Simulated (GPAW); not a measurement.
## Quick settings and what they miss: N2 (Pa-3, 8 atoms in the cell)

Self-consistent single point.

```
CELL_PARAMETERS angstrom
      5.60556     0.00000     0.00000
      0.00000     5.60556     0.00000
      0.00000     0.00000     5.60556
ATOMIC_POSITIONS crystal
  N  0.05740 0.05740 0.05740
  N  0.94260 0.94260 0.94260
  N  0.44260 0.94260 0.55740
  N  0.55740 0.05740 0.44260
  N  0.55740 0.44260 0.94260
  N  0.44260 0.55740 0.05740
  N  0.94260 0.55740 0.44260
  N  0.05740 0.44260 0.55740
```

Method: PBE, GPAW PAW datasets PBE (gpaw-data 1.0.1) (plane waves; GPAW).

Base settings: mode = pw; ecut = 900 eV; xc = PBE; kpts = 5 5 5; mesh shift (steps) = 0 0 0; occupations.name = fermi-dirac; occupations.width = 0 eV; nbands = -8; convergence.density = 1e-05 e/electron; convergence.energy = 1e-05 eV/electron; convergence.bands = -6; symmetry.symmorphic = false.

Tight run (finer mesh or higher cutoff; not a proven limit): ecut: 900 eV → 1260 eV; kpts: 5 5 5 → 7 7 7; convergence.density: 1e-05 e/electron → 3e-07 e/electron; convergence.energy: 1e-05 eV/electron → 3e-11 eV/electron; convergence.eigenstates: default → 3e-15. It gave top of the valence band (on the code's own zero) -5.80 eV; gap on the k-point mesh 7.22 eV; pressure -1.79 GPa; largest force (vector length) 1.798 eV/Å.

Quick runs, as changes from the base:
- A: the base itself
- B: ecut: 900 eV → 540 eV; kpts: 5 5 5 → 6 6 6; occupations.name: fermi-dirac → marzari-vanderbilt; occupations.width: 0 eV → 0.2 eV
- C: ecut: 900 eV → 450 eV; kpts: 5 5 5 → 2 2 2; kpts_shift: 0 0 0 → 0.5 0.5 0.5; convergence.density: 1e-05 e/electron → 9e-05 e/electron; convergence.energy: 1e-05 eV/electron → 3e-06 eV/electron; convergence.eigenstates: default → 3e-10
- D: ecut: 900 eV → 720 eV; kpts: 5 5 5 → 6 6 6; kpts_shift: 0 0 0 → 0.5 0.5 0.5; convergence.density: 1e-05 e/electron → 9e-05 e/electron; convergence.energy: 1e-05 eV/electron → 3e-06 eV/electron; convergence.eigenstates: default → 3e-10
- E: ecut: 900 eV → 450 eV; xc: PBE → LDA; kpts: 5 5 5 → 4 4 4; kpts_shift: 0 0 0 → 0.5 0.5 0.5; occupations.name: fermi-dirac → methfessel-paxton; occupations.width: 0 eV → 0.272 eV; occupations.order: default → 1; potentials: GPAW PAW datasets LDA (gpaw-data 1.0.1) [LDA (Perdew-Wang 92)]

Dashes: gap of C, left out as unsure on this mesh or at this smearing; time of C, E, under 30 s; energy of E, another energy zero.

Gaps are read on each run's own mesh, which may miss the band edges.

† marks runs with another functional, U, potentials or spin treatment: their distance from the tight run is not a convergence error alone.

The count of work is k-points × plane waves × bands × iterations; it is no time. Core times come from one kind of shared machine and are given to one figure; runs under 30 s give none.

The starting cell comes from a database of computed structures (which also holds hypothetical and non-ambient phases and stackings), without a prior relaxation at this level. Its lattice was rescaled by a random factor within 2.5 % of one. In the base run, forces exceed 1 eV/Å.

```tsv
run	energy less tight (meV/atom)	largest miss in a force vector (eV/Å)	gap on the mesh less tight (eV)	count of work / tight	core time / tight (rough)
A	4.0	0.002	0.001	0.12	0.1
B	339.7	0.270	0.023	0.12	0.1
C	1006.4	2.002	–	0.0039	–
D	35.3	0.022	0.047	0.088	0.08
E†	–	1.182	-0.016	0.012	–
```

Among the runs at the tight run's level, the energy misses run from 4.0 to 1006.4 meV/atom.

Left out of this page: 1 run of the series outside the window shown, repeating another row's setting, or not comparable.
